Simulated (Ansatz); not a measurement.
The structure below was relaxed with PBE-D3(BJ) (Ansatz, a quantum-chemistry and plane-wave program; PAW; 420 eV plane waves; spin-orbit coupling left out).

```xyz
8
Lattice="4.3309 0.0000 0.0000 0.0000 3.8806 0.0000 -0.3301 0.0000 10.9884" Properties=species:S:1:pos:R:3 pbc="T T T"
Bi     3.8481     1.9403     3.9306
Bi     3.8912     0.0000     9.7282
P     -0.1473     1.9403     6.6504
P      0.6502     0.0000     1.3742
P      2.0610     1.9403    10.1009
P      1.9943     0.0000     4.1284
P      1.9968     1.9403     1.2599
Bi     1.7088     0.0000     6.7808
```

Problem. Find the space group and the Wyckoff positions.

Solution. Space group Pm (No. 6); a = 4.3309 Å, b = 3.8806 Å, c = 10.9933 Å, α = γ = 90.00°, β = 91.72°

```tsv
atom	site	symmetry	x	y	z
Bi	1b	m	0.9158	0.5000	0.3577
Bi	1a	m	0.9660	0.0000	0.8853
P	1b	m	0.0121	0.5000	0.6052
P	1a	m	0.1597	0.0000	0.1251
P	1b	m	0.5459	0.5000	0.9192
P	1a	m	0.4891	0.0000	0.3757
P	1b	m	0.4698	0.5000	0.1147
Bi	1a	m	0.4416	0.0000	0.6171
```

Problem. Describe the coordination.

Solution. The crystal has 8 atoms in its conventional cell. Cell: a = 4.3309 Å, b = 3.8806 Å, c = 10.9933 Å, α = γ = 90.00°, β = 91.72°. Bi1 is surrounded by 3 P at 2.691–2.740 Å (trigonal pyramidal). Bi2 is surrounded by 3 P at 2.693–2.742 Å and 2 P at 3.187 Å. P1 has 3 Bi at 2.688–2.740 Å and 2 Bi at 3.147 Å (square pyramidal). P2 is coordinated by 2 P at 2.365 Å and 1 Bi at 2.742 Å (trigonal pyramidal). P3 is coordinated by 1 P at 2.183 Å and 2 Bi at 2.693 Å and 2 Bi at 3.187 Å (square pyramidal). P4 is surrounded by 3 Bi at 2.668–2.691 Å (trigonal pyramidal). P5 has 1 P at 2.183 Å and 2 P at 2.365 Å (trigonal pyramidal). Bi3 has 3 P at 2.668–2.688 Å and 2 P at 3.147 Å (square pyramidal). (Neighbours: up to the widest gap in distance over summed covalent radii, below 1.35, at either atom; cation-cation and far metal-metal contacts left out.)

Each cell is one ordered arrangement of few atoms, which overstates ordering effects compared with a random alloy. With Bi present, leaving out spin-orbit coupling can change the band edges. Stability against distortions was not tested. The final runs are not spin-polarised. The cell was made from P by this change: x(Bi) = 0.375, 8 atoms, Pm.
